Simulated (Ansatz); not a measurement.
The starting structures come from a database of crystals and need not be the phases stable at ambient conditions.

The decay constant κ of evanescent states in the gap governs leakage through a thin film.

Consider the following.

```yaml
crystal:
  lattice:
    - [3.38795, 0.00000, 0.00000]
    - [0.00000, 5.63274, 0.00000]
    - [0.00000, 0.00000, 6.58922]
  atoms:
    - { symbol: Zr, position: [0.75000, 0.75154, 0.10842] }
    - { symbol: Zr, position: [0.25000, 0.24846, 0.89158] }
    - { symbol: Zr, position: [0.25000, 0.74846, 0.60842] }
    - { symbol: Zr, position: [0.75000, 0.25154, 0.39158] }
    - { symbol: O, position: [0.25000, 0.97802, 0.34076] }
    - { symbol: O, position: [0.75000, 0.02198, 0.65924] }
    - { symbol: O, position: [0.75000, 0.52198, 0.84076] }
    - { symbol: O, position: [0.25000, 0.47802, 0.15924] }
    - { symbol: O, position: [0.25000, 0.86074, 0.92350] }
    - { symbol: O, position: [0.75000, 0.13926, 0.07650] }
    - { symbol: O, position: [0.75000, 0.63926, 0.42350] }
    - { symbol: O, position: [0.25000, 0.36074, 0.57650] }
```

Space group of this cell: Pnma. The cell is taken as given; by LDA its mean pressure is -18.4 GPa.

Transport runs along the normal of the first two printed cell vectors.

The gap is the functional's own. No spin-orbit coupling. Mid-gap values are interpolated on the energy grid.

**Question.** Give the band gap and the smallest decay constant κ at mid-gap that LDA (Ansatz, a program for electronic structure) yields.

**Answer.** Gap 2.81 eV on a 10×6×6 mesh; κ = 0.393 1/Å, at the zone centre.
